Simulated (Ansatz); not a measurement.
A computed series for GaSb: response to strain

Start from GaSb in the zinc blende structure (space group F-43m, No. 216; a = 6.213 Å).

Strains are applied to the cell and any free atomic positions relax.

Level of theory: PBE, PAW, 420 eV (Ansatz, an electronic-structure program; without spin-orbit coupling).

```tsv
isotropic strain (%)	pressure (GPa)
-2.5	4.1
-2	3.1
-1	1.5
-0.5	0.7
0	0.0
0.5	-0.6
1	-1.2
1.5	?
2.5	-2.8
```

Question: Fit P = P₀ − Bδ + Cδ² with δ = (1 + ε)³ − 1 to the rows shown and predict the withheld row.

Answer: Least squares on the printed values gives P₀ = 0.0 GPa, B = 45.9 GPa, C = 124 GPa (largest residual 0.1 GPa); this predicts -1.8 GPa, and the run gives -1.8 GPa, in agreement.

Stability against distortions was not tested. All final runs are without spin polarisation.
